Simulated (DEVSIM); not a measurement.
Structure: abrupt Si n-p junction, at 300 K.

Layer 1 from the left is Si, thickness (μm) 69.0, Nd (cm⁻³) 2.3e15, τn (s) 6.8e-6, τp (s) 6.8e-6. Layer 2 from the left is Si, thickness (μm) 210, Na (cm⁻³) 4.7e16, τn (s) 6.8e-6, τp (s) 6.8e-6.

Left contact: ohmic. Right contact: ohmic. Voltage is applied to the left contact. Recombination: SRH at mid-gap, radiative, Auger. Mobility is μmin + (μ − μmin)/(1 + (N/Nref)^α).

This is a model device: material constants are rounded textbook-type values typed into the input, and sizes, dopings and lifetimes were drawn at random. Values at 300 K.

Si: gap (eV) 1.124, affinity (eV) 4.05, permittivity 11.7, Nc (cm⁻³) 2.86e19, Nv (cm⁻³) 3.1e19, μn (cm²/Vs) 1417, μp (cm²/Vs) 470, μn,min 52, μp,min 45, Nref,n 9.7e16, Nref,p 2.2e17, αn 0.68, αp 0.72, B (cm³/s) 4.7e-15, Cn (cm⁶/s) 2.8e-31, Cp (cm⁶/s) 9.9e-32.

**Question.** Estimate by hand the built-in potential, the peak field at zero bias, the capacitance at 3 V, and compare with a numerical solution.

**Answer.** 
- Built-in potential: ni = √(Nc Nv) exp(−Eg/2kT) = 1.08e10 cm⁻³ with Eg = 1.124 eV; Vbi = kT/q ln(Na Nd/ni²) = 0.712 V; numerical 0.712 V.
- Peak field at zero bias: depletion approximation: W = √(2εVbi/(qN)) = 0.648 μm with N = 2.19e15 cm⁻³; field = 2Vbi/W = 22000 V/cm; numerical 22100 V/cm (estimate below by 0.72 %).
- Capacitance at 3 V: C = √(qεN / 2(Vbi + |V|)) = 7.00 nF/cm²; numerical 7.05 nF/cm² (estimate below by 0.71 %).

Model (solved in DEVSIM): 1D drift-diffusion, Boltzmann statistics, complete ionisation; no tunnelling, impact ionisation, image-force lowering or self-heating.
